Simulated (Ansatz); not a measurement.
WB (Cmcm), PBEsol, DFPT electron-phonon coupling, linearised Boltzmann equation (Ansatz, a program for electronic structure). Phonon-limited resistivity 16.1 μΩ·cm at 300 K along x (a = (1.58, -4.22, 0.00) Å; b = (1.58, 4.22, 0.00) Å; c = (0.00, 0.00, 3.08) Å), 22.7 μΩ·cm at 400 K, current-weighted mean free path 5.6 nm, Drude plasma energy 6.70 eV.

Question: What temperature coefficient of resistance follows, and how does it compare with 1/T?

Answer: (ρ₄₀₀ − ρ₃₀₀)/(100 K × ρ₃₀₀) = 4.10×10⁻³ K⁻¹, against 1/T = 3.33×10⁻³ K⁻¹ for a resistivity proportional to T. It lies higher because phonons are still being populated at 300 K; impurities would add a constant and lower it.

Question: Estimate the resistivity of a 20 nm square wire with diffuse walls from ρ ≈ ρ₀(1 + 3ℓ/4d).

Answer: 1 + 0.75 × 5.6/20 = 1.21, so ρ ≈ 19.5 μΩ·cm and a line 1 μm long has 487 Ω. The formula is the free-electron limit for d well above ℓ; grain boundaries add to it.

Question: What Drude relaxation time do resistivity and plasma energy imply?

Answer: ω_p = 1.02e16 s⁻¹, so τ = 1/(ε₀ ω_p² ρ) = 6.77 fs, a damping ħ/τ of 97.2 meV.

A metal at this level (no band gap). Only scattering by harmonic phonons is included (no impurities, grain boundaries, electron-electron scattering or thermal expansion). Spin-orbit coupling is left out, which matters with elements this heavy. Halving the electron mesh (28x28x28) moves the resistivity by up to 1 % at 300 K, the mean free path by up to 1 %. Smearing 0.20 eV; phonons on a 5x5x5 q mesh, which this run doesn't test.

Computed structure with no diffraction record at hand here (it may be known, metastable or hypothetical): WB (Cmcm).
